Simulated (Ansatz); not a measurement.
**Computed paths: interstitial Ti in wurtzite ZnO, charge state +4**

Defect: interstitial Ti in wurtzite ZnO, charge state +4. All values below come from PBE, PAW (plane waves to 420 eV; Ansatz, a first-principles code).

Settings: 72 host sites, the relaxed PBE lattice, one k-point at (0.125, 0.250, 0.250), smearing 0.01 eV, spin-restricted, no image-charge correction. No zero-point or tunnelling terms. The charge state is imposed; whether it is stable for some Fermi level was not computed. Sites that were not tried may lie lower.

Barriers: single points on a 2×2×2 k-point mesh shifted by half a step along c at the bands' geometries.

| Route | Start site over the lowest site run (eV) | Hop (Å) | Forward barrier (eV) | Backward barrier (eV) | Neighbours at the start | Neighbours at the saddle | Saddle order | Forward, on the band's own sampling (eV) |
|---|---|---|---|---|---|---|---|---|
| a concerted move, in which Ti travels most | 0.03 | 2.67 | 2.22 | 2.22 | 2 O at 1.82, 2 O at 1.94 Å | 3 O at 1.80 Å | not checked, on a symmetry element | 2.21 |

Paths come from CI-NEB runs.  A band can be held on a symmetry element, so unchecked saddle points there may be too high. A further band (a concerted move, in which Ti travels most, 2.85 Å) gave 2.23 eV forward on its own sampling, 2.23 eV above the lowest site run, but a shoulder points to a second hump between its images, so it is not taken as a result. 1 more band(s) gave no usable saddle point.
